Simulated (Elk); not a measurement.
Worked example: self-consistent single point of BaGaSi (P1, 3 atoms in the cell) in Elk.

Method of the run: PBEsol, all-electron FP-LAPW, Elk's shipped species files, APW+lo basis with extra local orbitals in Elk 10.2.4.

The change in words: atoms moved at random. Reference geometry:
```xyz
3
Lattice="4.2836 0.0000 0.0000 -2.1418 3.7097 0.0000 0.0000 0.0000 5.2381" Properties=species:S:1:pos:R:3 pbc="T T T"
Ba     0.0000     0.0000     0.0000
Ga     0.0000     2.4731     2.6191
Si     2.1418     1.2366     2.6191
```

Reference input (self-consistent single point, DFT, PBEsol, all-electron FP-LAPW, Elk's shipped species files, APW+lo basis with extra local orbitals): xctype = 22; rgkmax = 7.5; swidth = 0.00367493 Ha; ngridk = 7 7 5; gmaxvr = 16 1/bohr; nxlo = 2; lorbcnd = true; rmtscf = 0.95; lmaxi = 2; maxscl = 100. This run's input differs from it in these lines:

```diff
@@ -39,9 +39,9 @@
   1
-  0.0000000000  0.0000000000  0.0000000000    0.0 0.0 0.0
+  0.0001790000  0.0004590000  -0.0041730000    0.0 0.0 0.0
   'Ga.in'
   1
-  0.3333333333  0.6666666667  0.5000000000    0.0 0.0 0.0
+  0.3153930000  0.6510450000  0.4925340000    0.0 0.0 0.0
   'Si.in'
   1
-  0.6666666667  0.3333333333  0.5000000000    0.0 0.0 0.0
+  0.6844280000  0.3484960000  0.5116400000    0.0 0.0 0.0
```

Output (repeated stretches shortened):

```
│ Self-consistent loop started │
│ Loop number : 1 │
 total energy                :     -10372.6123632
│ Loop number : 2 │
 total energy                :     -10372.6683617
RMS change in Kohn-Sham potential (target) :   0.3001849872     (  0.1000000000E-05)
Absolute change in total energy (target)   :   0.5599845546E-01 (  0.1000000000E-03)
│ Loop number : 3 │
 total energy                :     -10372.2593558
RMS change in Kohn-Sham potential (target) :   0.2787467584     (  0.1000000000E-05)
Absolute change in total energy (target)   :   0.3950062485     (  0.1000000000E-03)
│ Loop number : 4 │
   [... lines left out ...]
Absolute change in total energy (target)   :   0.3201741019E-03 (  0.1000000000E-03)
│ Loop number : 14 │
 total energy                :     -10368.4929116
RMS change in Kohn-Sham potential (target) :   0.2095370873E-06 (  0.1000000000E-05)
Absolute change in total energy (target)   :   0.1428920332E-03 (  0.1000000000E-03)
│ Loop number : 15 │
 total energy                :     -10368.4928918
RMS change in Kohn-Sham potential (target) :   0.2490778380E-07 (  0.1000000000E-05)
Absolute change in total energy (target)   :   0.5547917499E-04 (  0.1000000000E-03)
Convergence targets achieved

│ Loop number : 16 │

Energies :
 Fermi                       :     0.242244647615
 total energy                :     -10368.4928897

Density of states at Fermi energy :    43.34687410
 (states/Hartree/unit cell)

Estimated indirect band gap :   0.5208913512E-03
 from k-point    242 to k-point      2
Estimated direct band gap   :   0.1931843562E-01
 at k-point     99

Charges :
 core                        :    64.00000000
 valence                     :    37.00000000
 interstitial                :    6.243875372
 muffin-tins (core leakage)
  species :    1 (Ba)
   atom    1                 :    53.42096105     (  0.1443058325E-04)
  species :    2 (Ga)
   atom    1                 :    29.46524210     (  0.1430553561E-02)
  species :    3 (Si)
   atom    1                 :    11.86992148     (  0.2324534099E-02)
 total in muffin-tins        :    94.75612463
 total calculated charge     :    100.9876062
 total charge                :    101.0000000
 error                       :   0.1239379610E-01

│ Self-consistent loop stopped │
```

The run converged in 16 iterations. The count includes the last loop, which Elk runs after its targets are met. Against the reference run the free energy rises by 28.3 meV/atom.

The starting cell comes from a database of computed structures (which also holds hypothetical and non-ambient phases and stackings), without a prior relaxation at this level. Its lattice was rescaled by a random factor within 2.5 % of one. For this run, on top of that: atoms moved at random. Values depend on the basis (sphere radii, cutoffs, local orbitals), which need not be converged. The log's line on a gap gives a spacing of levels on this mesh, which the program prints for metals too.

Cost on one core of a shared machine: roughly 6 min.
